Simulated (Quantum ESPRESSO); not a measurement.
Refining one setting for LaHfMg6 (Amm2, 8 atoms in the cell)

```xyz
8
Lattice="5.3216 0.0000 0.0000 0.0000 3.3610 5.8249 0.0000 -3.3610 5.8249" Properties=species:S:1:pos:R:3 pbc="T T T"
La     2.6608     0.0000     1.9191
Mg     2.6608     1.6733     4.8575
Mg     2.6608    -1.6733     4.8575
Mg     0.0000     1.5954     6.8039
Mg     0.0000    -1.5954     6.8039
Mg     0.0000     0.0000     3.9685
Mg     0.0000     0.0000     9.6764
Hf     2.6608     0.0000     7.7123
```

Computed with PBEsol, GBRV 1.5 ultrasoft (PBESOL) pseudopotentials (plane waves; Quantum ESPRESSO).

The starting cell comes from a database of computed structures (which also holds hypothetical and non-ambient phases and stackings), without a prior relaxation at this level. Its lattice was rescaled by a random factor within 2.5 % of one.

Held fixed: ecutwfc = 40 Ry; ecutrho = 320 Ry; occupations = smearing; smearing = gauss; degauss = 0.0036749 Ry; potentials = {La: la_pbesol_v1.uspp.F.UPF, Mg: mg_pbesol_v1.4.uspp.F.UPF, Hf: hf_pbesol_v1.uspp.F.UPF}; K_POINTS = automatic 4 3 3 0 0 0.

ΔF is the free energy per atom less that of the last row (1e-13 Ry).

The series runs over conv_thr = 0.0001 Ry; 1e-05 Ry; 1e-07 Ry; 1e-09 Ry; 1e-10 Ry; 1e-11 Ry; 1e-13 Ry.

Q: From which setting on does the pressure stay within 0.2 GPa of the last one?

A: From conv_thr = 1e-05 Ry on; the one before it is off by 0.31 GPa. The value it settles on is -2.9 GPa at this level of theory and with the other settings as held.

Q: From which setting on does the largest force stay within 0.01 eV/Å of the last one?

A: From conv_thr = 1e-07 Ry on; the one before it is off by 0.013 eV/Å. The value it settles on is 0.105 eV/Å at this level of theory and with the other settings as held.

```tsv
conv_thr	ΔF (meV/atom)	pressure (GPa)	largest force (eV/Å)	iterations
0.0001 Ry	0.04	-3.19	0.120	10
1e-05 Ry	0.00	-2.90	0.092	11
1e-07 Ry	0.00	-2.87	0.106	13
1e-09 Ry	0.00	-2.88	0.105	16
1e-10 Ry	0.00	-2.88	0.105	16
1e-11 Ry	0.00	-2.88	0.105	18
1e-13 Ry	0.00	-2.88	0.105	20
```

Left out of this page: 1 run of the series outside the window shown, repeating another row's setting, or not comparable.
